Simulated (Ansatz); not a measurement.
## KTaO3, pressure series

The reference is KTaO3 in the cubic perovskite structure (space group Pm-3m, No. 221).

```
CELL_PARAMETERS angstrom
      4.02436     0.00000     0.00000
      0.00000     4.02436     0.00000
      0.00000     0.00000     4.02436
ATOMIC_POSITIONS crystal
  K  0.00000 0.00000 0.00000
  Ta 0.50000 0.50000 0.50000
  O  0.50000 0.00000 0.50000
  O  0.00000 0.50000 0.50000
  O  0.50000 0.50000 0.00000
```

Cell and atoms are relaxed at each pressure.

Calculations: PBE (Ansatz, a program for electronic structure), scalar-relativistic without spin-orbit coupling.

```json
[
 {"variant": "base", "shortest interatomic distance": "2.012 Å", "density": "6.83 g/cm³", "band gap": "2.16 eV"},
 {"variant": "pressure −2 GPa", "shortest interatomic distance": "2.020 Å", "density": "6.75 g/cm³", "band gap": "2.14 eV"},
 {"variant": "pressure −1 GPa", "shortest interatomic distance": "2.016 Å", "density": "6.79 g/cm³", "band gap": "2.15 eV"},
 {"variant": "pressure 0.3 GPa", "shortest interatomic distance": "2.011 Å", "density": "6.84 g/cm³", "band gap": "2.16 eV"},
 {"variant": "pressure 0.7 GPa", "shortest interatomic distance": "2.010 Å", "density": "6.85 g/cm³", "band gap": "2.17 eV"},
 {"variant": "pressure 1.5 GPa", "shortest interatomic distance": "2.007 Å", "density": "6.88 g/cm³", "band gap": "2.18 eV"},
 {"variant": "pressure 5 GPa", "shortest interatomic distance": "1.995 Å", "density": "7.00 g/cm³", "band gap": "2.22 eV"},
 {"variant": "pressure 7.5 GPa", "shortest interatomic distance": "1.988 Å", "density": "7.08 g/cm³", "band gap": "2.24 eV"},
 {"variant": "pressure 10 GPa", "shortest interatomic distance": "1.980 Å", "density": "7.16 g/cm³", "band gap": "2.27 eV"}
]
```

Spin-orbit coupling, missing from the scalar runs, can matter with Ta. Load acts through the strain it causes; cell and atoms are relaxed under it. No phonon test of stability was made. No other phases were tried under pressure.
